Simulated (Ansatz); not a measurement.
**Fluorite PtAl2: properties by level of theory**

Reference values: lattice constant a 5.91 Å (measured, temperature not stated, copied from a table, unchecked, not corrected to a static lattice; as tabulated in Crystal Structures 1, 239 (1963)).

```
level (code)          lattice parameter a (Å)  bulk modulus (GPa)
--------------------  -----------------------  ------------------
PBEsol (Ansatz)                         5.896                 139
PBEsol+SOC (Ansatz)                       ___                 140
revPBE (Ansatz)                           ___                 125
r²SCAN+SOC (Ansatz)                     5.896                 143
PBE0 (Ansatz)                           5.905                 140
PBE0-D3(BJ) (Ansatz)                    5.841                 152
```

What belongs in the gaps?


- PBEsol+SOC (Ansatz, a first-principles code), lattice parameter a (Å): 5.889
- revPBE (Ansatz), lattice parameter a (Å): 5.972

Ansatz's density-functional and Hartree–Fock values are scalar-relativistic unless marked +SOC, with PAW data made under PBE.

The crystal itself was run without spin with PBEsol, revPBE, PBE0, PBE0-D3(BJ); a magnetic state was not tried in these runs.

Static lattice: no zero-point or thermal effects.
